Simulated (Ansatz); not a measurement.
The starting structures come from a database of crystals and need not be the phases stable at ambient conditions.

Here is the system:

```
CELL_PARAMETERS angstrom
      5.87456     0.00000     0.00000
      0.00000     9.17487     0.00000
      2.93728     0.00000     2.93728
ATOMIC_POSITIONS crystal
  Sr 0.00000 0.84619 0.50000
  Sr 0.50000 0.15381 0.50000
  Zn 0.50000 0.50000 0.00000
  Zn 0.00000 0.50000 0.00000
  As 0.00000 0.32969 0.50000
  As 0.50000 0.67031 0.50000
  F  0.50000 0.00000 0.00000
  F  0.00000 0.00000 0.00000
```

Space group of this cell: P4/nmm. The cell is taken as given; by r2SCAN its mean pressure is -2.4 GPa.

Transport runs along the normal of the first two printed cell vectors, the (110) plane of the conventional cell.

The gap is the functional's own, uncorrected, and κ follows it; spin-orbit coupling is left out. Mid-gap values are interpolated between the computed energies.

Predict the band gap and the smallest decay constant κ at mid-gap from r2SCAN (Ansatz, a quantum-chemistry and plane-wave program).

Gap 1.04 eV on a 10×4×10 mesh; κ = 0.137 1/Å, at the zone centre.
